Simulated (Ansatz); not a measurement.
System: rock-salt TbN. Method: PBEsol (Ansatz, a first-principles code, PAW).

Settings: plane-wave cutoff 520 eV, 20×20×20 k mesh, Fermi–Dirac smearing 0.05 eV, spin-polarised with parallel moments, scalar-relativistic PAW data made under PBE.

The volume scan:

```tsv
V (Å³/atom)	E − E_lowest (meV/atom)
13.134	28.81
13.413	12.35
13.692	2.99
13.972	0.00
14.251	2.71
14.531	10.53
14.810	22.93
```

Problem. Fit the third-order Birch–Murnaghan equation and give B0 and B′.

Solution. V0 = 13.974 Å³/atom, B0 = 163 GPa, B′ = 4.5 (fit to the energies at full precision).

Measured, for comparison: equilibrium volume per atom 14.90 Å³/atom (temperature not stated, no zero-point or thermal correction; as tabulated in Natali et al. (2013), arXiv:1208.2410). Computed (rounded) less measured: equilibrium volume per atom -6.2 %.

Note: the magnetic order was assumed, not searched for or taken from measurement; the 4f shell is treated without U or exact exchange, so its levels and filling can be wrong; the volume lies 7 % below that of the published cell.

Spin–orbit coupling is not included; it can open a gap where bands touch, and shift volumes and moduli.

Static lattice: no zero-point or thermal effects.

It cost around 18 core-minutes (rough) of CPU time.
